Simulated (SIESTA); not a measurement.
A self-consistent single point of AlV2C (P6_3/mmc, 8 atoms in the cell) with SIESTA.

Method: GGA PBE, numerical atomic orbitals DZP, PseudoDojo PBE standard norm-conserving potentials (rewritten from UPF to PSML) in SIESTA.

The change in words: lattice scaled by 0.98. Reference geometry:
```
AlV2C
1.0
    2.85237     0.00000     0.00000
   -1.42619     2.47023     0.00000
    0.00000     0.00000    12.94494
Al V C
2 4 2
Direct
  0.33333   0.66667   0.25000
  0.66667   0.33333   0.75000
  0.33333   0.66667   0.58638
  0.66667   0.33333   0.41362
  0.66667   0.33333   0.08638
  0.33333   0.66667   0.91362
  0.00000   0.00000   0.00000
  0.00000   0.00000   0.50000
```

Reference input (self-consistent single point, DFT, GGA PBE, numerical atomic orbitals DZP, PseudoDojo PBE standard norm-conserving potentials (rewritten from UPF to PSML)): XC.functional = GGA; XC.authors = PBE; potentials = PseudoDojo PBE standard; PAO.BasisSize = DZP; PAO.EnergyShift = 0.01 Ry; MeshCutoff = 400 Ry; kgrid.MonkhorstPack = 12 12 3; OccupationFunction = MP; OccupationMPOrder = 0; ElectronicTemperature = 0.136 eV; MaxSCFIterations = 150; SCF.Mixer.Method = Pulay. This run's input differs from it in these lines:

```diff
@@ -13,5 +13,5 @@
 %block LatticeVectors
-     2.852371000    0.000000000    0.000000000
-    -1.426186000    2.470226000    0.000000000
-     0.000000000    0.000000000   12.944941000
+     2.795324000    0.000000000    0.000000000
+    -1.397662000    2.420821000    0.000000000
+     0.000000000    0.000000000   12.686042000
 %endblock LatticeVectors
@@ -19,10 +19,10 @@
 %block AtomicCoordinatesAndAtomicSpecies
-    -0.000001760    1.646818157    3.236235250  1
-     1.426186760    0.823407843    9.708705750  1
-    -0.000001760    1.646818157    7.590654504  2
-     1.426186760    0.823407843    5.354286496  2
-     1.426186760    0.823407843    1.118184004  2
-    -0.000001760    1.646818157   11.826756996  2
+    -0.000001398    1.613881474    3.171510500  1
+     1.397663398    0.806939526    9.514531500  1
+    -0.000001398    1.613881474    7.438841308  2
+     1.397663398    0.806939526    5.247200692  2
+     1.397663398    0.806939526    1.095820308  2
+    -0.000001398    1.613881474   11.590221692  2
      0.000000000    0.000000000    0.000000000  3
-     0.000000000    0.000000000    6.472470500  3
+     0.000000000    0.000000000    6.343021000  3
 %endblock AtomicCoordinatesAndAtomicSpecies
```

Log, with long lists cut:

```
        iscf     Eharris(eV)        E_KS(eV)     FreeEng(eV)     dDmax    Ef(eV) dHmax(eV)
   scf:    1    -8341.179661    -8461.734759    -8461.759836  1.498817 -4.717069 11.741040
   scf:    2    -8499.171980    -8485.815415    -8485.852821  0.151783 -5.834034  3.064032
   scf:    3    -8487.993073    -8487.685272    -8487.726262  0.099677 -6.209234  0.598374
   scf:    4    -8487.786437    -8487.741732    -8487.782543  0.012224 -6.218720  0.278827
   scf:    5    -8487.809280    -8487.783234    -8487.823903  0.037473 -6.278191  0.045763
   [... 4 lines left out ...]
   scf:   10    -8487.783590    -8487.783590    -8487.824283  0.000134 -6.285241  0.000936
   scf:   11    -8487.783584    -8487.783587    -8487.824284  0.000229 -6.285298  0.000702
   scf:   12    -8487.783587    -8487.783587    -8487.824284  0.000013 -6.285312  0.000398
   scf:   13    -8487.783587    -8487.783587    -8487.824284  0.000007 -6.285328  0.000271
SCF Convergence by DM+H criterion
max |DM_out - DM_in|         :     0.0000070671
max |H_out - H_in|      (eV) :     0.0002714833
SCF cycle converged after 13 iterations

Using DM_out to compute the final energy and forces

siesta: E_KS(eV) =            -8487.7836

siesta: E_KS - E_eggbox =     -8487.7836

siesta: Atomic forces (eV/Ang):
     1    0.000064   -0.000038   -0.000016
     2   -0.000064    0.000038   -0.000009
     3    0.000049   -0.000028    0.984512
     4   -0.000049    0.000028   -0.984538
     5   -0.000049    0.000028    0.984502
     6    0.000049   -0.000028   -0.984525
     7   -0.000000    0.000000    0.000045
     8    0.000000   -0.000000    0.000028
   Tot   -0.000000    0.000000    0.000000
   Max    0.984538
   Res    0.401928    sqrt( Sum f_i^2 / 3N )
   Max    0.984538    constrained

   [... lines left out ...]
siesta: FreeEng =     -8487.824284
   [... lines left out ...]
siesta:    -0.159435    0.000006   -0.000000
siesta:     0.000006   -0.159428    0.000000
siesta:    -0.000000    0.000000   -0.156213

siesta: Cell volume =         85.846180 Ang**3

siesta: Pressure (static):
siesta:                Solid            Molecule  Units
siesta:           0.00172474          0.00207046  Ry/Bohr**3
siesta:           0.15835872          0.19010045  eV/Ang**3
siesta:         253.71863616        304.57449943  kBar
```

The run converged in 13 iterations. Against the reference run the free energy rises by 69.3 meV/atom, the pressure goes from 8.83 to 25.37 GPa and the largest force goes from 0.246 to 0.985 eV/Å.

The starting cell comes from a database of computed structures (which also holds hypothetical and non-ambient phases and stackings), without a prior relaxation at this level. Its lattice was rescaled by a random factor within 2.5 % of one. For this run, on top of that: lattice scaled by 0.98. Spin polarisation is off. Values carry the incompleteness of an atom-centred basis. With a pressure of about 25 GPa the cell is away from its equilibrium volume at this level.

Cost on one core of a shared machine: roughly 6 min.
